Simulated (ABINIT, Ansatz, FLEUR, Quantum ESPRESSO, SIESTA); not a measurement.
Tc3N (P-6m2, 4 atoms in the cell) computed with different codes at matched settings

Self-consistent single point.

```xyz
4
Lattice="2.7978 0.0000 0.0000 -1.3989 2.4230 0.0000 0.0000 0.0000 7.0393" Properties=species:S:1:pos:R:3 pbc="T T T"
Tc     0.0000     0.0000     3.5197
Tc     1.3989     0.8077     5.6549
Tc     1.3989     0.8077     1.3844
N      0.0000     0.0000     0.0000
```

Shared settings, as Ansatz (a quantum-chemistry and plane-wave program) writes them: kpoints.mp_grid.grid = 4 4 2; scf.occupations.method = gaussian; scf.occupations.width = 0.0037 Ry. Potentials and cutoffs stand in the table.

| code | model | pressure (GPa) | largest force (eV/Å) | cutoff |
|---|---|---|---|---|
| SIESTA | GGA PBEsol, numerical atomic orbitals DZP, PseudoDojo PBEsol standard norm-conserving potentials (rewritten from UPF to PSML) | -3.71 | 0.563 | grid 300 Ry |
| ABINIT | PBEsol, norm-conserving pseudopotentials (PseudoDojo nc-sr-04 PBEsol standard) | -4.84 | 0.234 | 84 Ry |
| Quantum ESPRESSO | PBEsol, GBRV 1.5 ultrasoft (PBESOL) pseudopotentials | -5.75 | 0.215 | 40 Ry |
| FLEUR | PBEsol, all-electron FLAPW (FLEUR), scalar-relativistic valence | – | 0.147 | Kmax 4.4 1/bohr |
| Ansatz | PBEsol, default PAW files made with PBE | -5.25 | 0.212 | default |

A dash marks a value that a program does not give, or that is left out as unsure.

On Ansatz's run: spin polarisation is off.

The spread over the programs that give each value: pressure within 2.04 GPa; largest force within 0.416 eV/Å.

SIESTA uses small atom-centred bases, whose incompleteness enters pressures, forces and empty levels differently from a plane-wave cutoff. FLEUR treats all electrons, but the usual bases taken here (sphere radii, linearisation, local orbitals, empty states) were not tested for convergence, so the values are no reference for the others. Ansatz's pressure is given at a fixed set of plane waves, as the other plane-wave codes print theirs. In the pressure, SIESTA (by 1.53) lies more than 1 GPa from the median of the plane-wave programs. In the force vectors, SIESTA (by 0.348) lies more than 0.08 eV/Å from the median of the plane-wave programs.

On the base mesh (14 14 5) the same programs gave: Ansatz pressure -5.95 GPa; Quantum ESPRESSO pressure -6.45 GPa; ABINIT pressure -5.55 GPa; SIESTA pressure -4.44 GPa.

The values differ from the base mesh's, so the mesh still matters here: the table compares the programs at equal settings.

The starting cell comes from a database of computed structures (which also holds hypothetical and non-ambient phases and stackings), without a prior relaxation at this level.

Left out of this page: Elk (not drawn, or without a comparable value).

Keys are those of Ansatz 0.2.
